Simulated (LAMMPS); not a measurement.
MD of ZnSe (zinc blende) at zero pressure, 4096 atoms, as a liquid; each row is its own run.

Method: classical MD, pair style sw, file CdTeZnSeHgS0.sw, run in LAMMPS.

| T (K) | D(Se) (cm²/s) |
|---|---|
| 1620 | 8.32e-6 |
| 1800 | 3.28e-5 |
| 1980 | 5.60e-5 |
| 2250 | 0.000108 |
| 2340 | 0.000125 |
| 2880 | 0.000237 |

Problem. Fit an Arrhenius law, ln y = a + b / x, to these rows (x is the first column, y the second) and predict the run at x = 2520.

Solution. Least squares gives a = -3.9294 and b = -11980. The slope times kB gives an activation energy of 1.03 eV. At x = 2520 the fit predicts 0.000169 cm²/s. The run itself gave (1.55 ± 0.02) × 10^-4 cm²/s, so the fit is 9 % high.

Caution: the real compound melts congruently only under the pressure of its own vapour and loses its more volatile element when open.

Caution (rows 1620; 1800; 1980): this liquid lies under the melting point of about 2190 K that CdTeZnSeHgS0.sw gives, so it is undercooled.

Errors of D are the spread over four groups of atoms in one short run; a floor of about 5 %, a picked value, is safer.
